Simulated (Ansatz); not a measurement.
The starting structures come from a database of crystals and need not be the phases stable at ambient conditions.

Inside the gap of an insulator the Bloch states are evanescent, with a wavenumber k + iκ along the transport direction.

Consider the following.

```
NbBr3O
1.0
    3.90407     0.00000     0.00000
    0.00000    11.60943     0.00000
    0.00000     0.00000    11.60943
Nb Br O
4 12 4
Direct
  0.79661   0.37474   0.12526
  0.20339   0.87474   0.37474
  0.79661   0.62526   0.87474
  0.20339   0.12526   0.62526
  0.26183   0.89349   0.60651
  0.73817   0.39349   0.89349
  0.26183   0.10651   0.39349
  0.73817   0.60651   0.10651
  0.25297   0.10514   0.83429
  0.74703   0.16571   0.10514
  0.25297   0.89486   0.16571
  0.74703   0.83429   0.89486
  0.74703   0.39486   0.33429
  0.25297   0.33429   0.60514
  0.74703   0.60514   0.66571
  0.25297   0.66571   0.39486
  0.25494   0.61580   0.88420
  0.74506   0.11580   0.61580
  0.25494   0.38420   0.11580
  0.74506   0.88420   0.38420
```

Space group of this cell: P-42_1m. The cell was relaxed by PBE-D3(BJ); by PBEsol its mean pressure is -1.0 GPa.

Transport runs along the normal of the first two printed cell vectors, the (100) plane of the conventional cell.

No gap correction and no spin-orbit coupling; mid-gap values are interpolated between computed energies.

Compute, with Ansatz (an electronic-structure program) with PBEsol, the band gap and the smallest decay constant κ at mid-gap.

Gap 1.92 eV on a 8×4×4 mesh; κ = 0.326 1/Å, at (0.000, 0.500) of the in-plane reciprocal vectors. At the zone centre, at the nearest computed energy, the slowest state has κ = 0.33 1/Å.
